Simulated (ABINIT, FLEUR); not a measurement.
An ABINIT input for a self-consistent single point of KSr3 (Fm-3m, 4 atoms in the cell) (DFT, LDA (PW92), plane waves, norm-conserving pseudopotentials (PseudoDojo nc-sr-04 LDA standard)):

```
# KSr3, PseudoDojo nc-sr-04 LDA standard
pp_dirpath "./"
pseudos "K.upf, Sr.upf"
acell 7.0310413254 7.0310413254 7.0310413254 Angstrom
rprim
        -0.0000000000    0.7071067812    0.7071067812
         0.7071067812   -0.0000000000    0.7071067812
         0.7071067812    0.7071067812   -0.0000000000
natom 4
ntypat 2
znucl 19 38
typat 1 2 2 2
xred
         0.0000000000    0.0000000000    0.0000000000
         0.2500000000    0.2500000000    0.2500000000
         0.7500000000    0.7500000000    0.7500000000
         0.5000000000    0.5000000000    0.5000000000
ecut 36
occopt 3
tsmear 0.05 eV
nband 27
kptopt 1
ngkpt 5 5 5
nshiftk 1
shiftk 0 0 0
nstep 80
tolvrs 1.0e-12
prtwf 0
prtden 0
```

### Question
Give the FLEUR input for the same structure, mesh, smearing and functional.

### Answer
This is the input that was run; spellings and numerical settings could be chosen otherwise.

Input of the input generator:

```
KSr3 crystal
&input film=f /
-0.0000000000 0.7071067812 0.7071067812
0.7071067812 -0.0000000000 0.7071067812
0.7071067812 0.7071067812 -0.0000000000
13.2867424759
1.0 1.0 1.0

4
19 0.0000000000 0.0000000000 0.0000000000
38 0.2500000000 0.2500000000 0.2500000000
38 0.7500000000 0.7500000000 0.7500000000
38 0.5000000000 0.5000000000 0.5000000000

&comp jspins=1 /
&exco xctyp='vwn' /
&kpt div1=5 div2=5 div3=5 /
&end /
```

```xml
<?xml version="1.0" encoding="UTF-8" standalone="no"?>
<fleurInput fleurInputVersion="0.39">
   <comment>
      KSr3 crystal                                                                                        
   </comment>
   <calculationSetup>
      <cutoffs Kmax="3.8" Gmax="13.3" GmaxXC="13.3" numbands="0"/>
      <scfLoop itmax="100" minDistance="0.00001" maxIterBroyd="99" imix="Anderson" alpha="0.05" precondParam="0.0" spinf="2.0"/>
      <coreElectrons ctail="T" frcor="F" kcrel="0" coretail_lmax="0"/>
      <xcFunctional name="vwn" relativisticCorrections="F"/>
      <magnetism jspins="1"/>
      <soc l_soc="F" theta="0.0" phi="0.0" spav="F"/>
      <expertModes spex="0" secvar="F"/>
      <geometryOptimization l_f="T" forcealpha="1.0" forcemix="BFGS" epsdisp="0.00001" epsforce="0.00001"/>
      <ldaU l_linMix="F" mixParam="0.05" spinf="1.0"/>
   </calculationSetup>
   <cell>
      <bzIntegration valenceElectrons="39.0" mode="hist" fermiSmearingEnergy="0.00183747">
         <kPointListSelection listName="default-1"/>
         <!-- k-points included here -->
         <xi:include xmlns:xi="http://www.w3.org/2001/XInclude" href="kpts.xml"> </xi:include>
      </bzIntegration>
      <!-- symmetry operations included here -->
      <xi:include xmlns:xi="http://www.w3.org/2001/XInclude" href="sym.xml"> </xi:include>
      <bulkLattice scale="1.0">
         <bravaisMatrix>
            <row-1>    0.0000000000000000     9.3951457047669678     9.3951457047669678</row-1>
            <row-2>    9.3951457047669678     0.0000000000000000     9.3951457047669678</row-2>
            <row-3>    9.3951457047669678     9.3951457047669678     0.0000000000000000</row-3>
         </bravaisMatrix>
      </bulkLattice>
   </cell>
   <atomSpecies>
      <species name="Potassium (K)" element="K" atomicNumber="19">
         <mtSphere radius="2.63" gridPoints="925" logIncrement="0.013"/>
         <atomicCutoffs lmax="10" lnonsphr="8"/>
         <electronConfig flipSpins="F">
            <coreConfig>(1s1/2) (2s1/2) (2p1/2) (2p3/2)</coreConfig>
            <valenceConfig>(3s1/2) (3p1/2) (3p3/2) (4s1/2)</valenceConfig>
            <stateOccupation state="(4s1/2)" spinUp="0.5" spinDown="0.5"/>
         </electronConfig>
         <energyParameters s="4" p="4" d="3" f="4"/>
         <lo type="SCLO" l="0" n="3" eDeriv="0"/>
         <lo type="SCLO" l="1" n="3" eDeriv="0"/>
      </species>
      <species name="Strontium (Sr)" element="Sr" atomicNumber="38">
         <mtSphere radius="2.63" gridPoints="925" logIncrement="0.014"/>
         <atomicCutoffs lmax="10" lnonsphr="8"/>
         <electronConfig flipSpins="F">
            <coreConfig>(1s1/2) (2s1/2) (2p1/2) (2p3/2) (3s1/2) (3p1/2) (3p3/2) (3d3/2) (3d5/2)</coreConfig>
            <valenceConfig>(4s1/2) (4p1/2) (4p3/2) (5s1/2)</valenceConfig>
         </electronConfig>
         <energyParameters s="5" p="5" d="4" f="4"/>
         <lo type="SCLO" l="0" n="4" eDeriv="0"/>
         <lo type="SCLO" l="1" n="4" eDeriv="0"/>
      </species>
   </atomSpecies>
   <atomGroups>
      <atomGroup species="Potassium (K)">
         <relPos label="                   1">.0000000000 .0000000000 .0000000000</relPos>
         <force calculate="T" relaxXYZ="TTT"/>
      </atomGroup>
      <atomGroup species="Strontium (Sr)">
         <relPos label="                   2">1.000/4.000 1.000/4.000 1.000/4.000</relPos>
         <relPos label="                   3">-1.000/4.000 -1.000/4.000 -1.000/4.000</relPos>
         <force calculate="T" relaxXYZ="TTT"/>
      </atomGroup>
      <atomGroup species="Strontium (Sr)">
         <relPos label="                   4">1.000/2.000 1.000/2.000 1.000/2.000</relPos>
         <force calculate="T" relaxXYZ="TTT"/>
      </atomGroup>
   </atomGroups>
   <output dos="F" band="F" slice="F">
      <checks vchk="F" cdinf="F"/>
      <bandDOS minEnergy="-.5*Htr" maxEnergy="0.5*Htr" sigma="0.015" storeEVData="T"/>
      <vacuumDOS vacdos="F" integ="F" star="F" nstars="0" locx1="0.0" locy1="0.0" locx2="0.0" locy2="0.0" nstm="0" tworkf="0.0"/>
      <unfoldingBand unfoldBand="F" supercellX="1" supercellY="1" supercellZ="1"/>
      <plotting iplot="0" polar="F">
         <plot TwoD="T" vec1="  1.0  0.0  0.0" vec2="  0.0  1.0  0.0" vec3="  0.0  0.0  1.0" zero="  0.0  0.0  0.0" file="plot"/>
      </plotting>
      <chargeDensitySlicing numkpt="0" minEigenval="0.0" maxEigenval="0.0" nnne="0" pallst="F"/>
      <specialOutput eonly="F"/>
      <magneticCircularDichroism mcd="F" energyLo="-10.0" energyUp="0.0"/>
   </output>
  <!-- We include the file relax.xml here to enable relaxations (see documentation) -->
  <xi:include xmlns:xi="http://www.w3.org/2001/XInclude" href="relax.xml"> <xi:fallback/> </xi:include>
</fleurInput>
```

Basis, cutoffs, solver keys and any potentials are the target program's own. This input uses DFT, LDA (Vosko-Wilk-Nusair), all-electron FLAPW (FLEUR), scalar-relativistic valence. LDA parametrisations can differ slightly between programs.

The starting cell comes from a database of computed structures (which also holds hypothetical and non-ambient phases and stackings), without a prior relaxation at this level. Its lattice was rescaled by a random factor within 2.5 % of one.
